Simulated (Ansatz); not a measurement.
For Pt3Ge (model structure, started from the A15 type, Pm-3n, No. 223, 8 atoms in the cell), PBE (plane waves, PAW; Ansatz, a first-principles code) gives:

```
Property                               Result
------------------------------  -------------
equilibrium lattice constant a        5.080 Å
formation enthalpy              0.184 eV/atom
```

Problem. What does PBE-D3(BJ) in Ansatz (plane waves, PAW) give for the same quantities?

Solution. 
- lattice constant a: 5.019 Å (shrinks by 1.2 %)
- formation enthalpy: 0.187 eV/atom (grows by 0.003 eV/atom)

Changes are worked out from the printed values.

Unless a cell is named, each level is at its own relaxed cell (PBE 16.39, PBE-D3(BJ) 15.81 Å³/atom).

Levels without +SOC leave out spin–orbit coupling, which shifts energies and cells of such heavy elements.

Ansatz's density-functional and Hartree–Fock values are scalar-relativistic unless marked +SOC, with PAW data made under PBE.

A model structure was made by putting elements into a prototype or built by hand; it is no filed structure, need not be a known phase, and can be a saddle point held by its symmetry.
